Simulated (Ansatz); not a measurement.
The reference is SiC in the zinc blende structure (space group F-43m, No. 216; a = 4.3563 Å). Axes: x, y, z lie along the cube axes.

All numbers come from r2SCAN (Ansatz, a first-principles code, PAW, scalar-relativistic without spin-orbit coupling).

For the base:

| Quantity | Result |
|---|---|
| Electron mass | 0.64 mₑ along k, 0.23 mₑ across (at X) |
| Valley order | X along ⟨100⟩ 1.71 eV |

The change: biaxial strain −1.21 %, plane normal [001], relaxed out of plane (Cartesian); in-plane vectors clamped, the third vector and the atoms free.

**Question.** How does this affect the electron mass?

**Answer.** The electron mass goes from 0.64 mₑ along k, 0.23 mₑ across (at X) to 0.62 mₑ along k, 0.23 mₑ across (at X).

**Question.** Estimate the effect on the valley order.

**Answer.** The valley order (the lowest conduction-band minima on the path, energy above the VBM, named in the base's zone) goes from X along ⟨100⟩ 1.71 eV to X along [010] 1.59 eV; X along [001] 1.78 eV.

**Question.** What happens to the out-of-plane strain?

**Answer.** The out-of-plane strain is +0.77 %.

The levels and masses belong to the bands next to the band gap. Masses are band curvatures over ±0.01 Å⁻¹ around the edge. Along k means along the line from Γ to the band edge. No phonon test of stability was made.
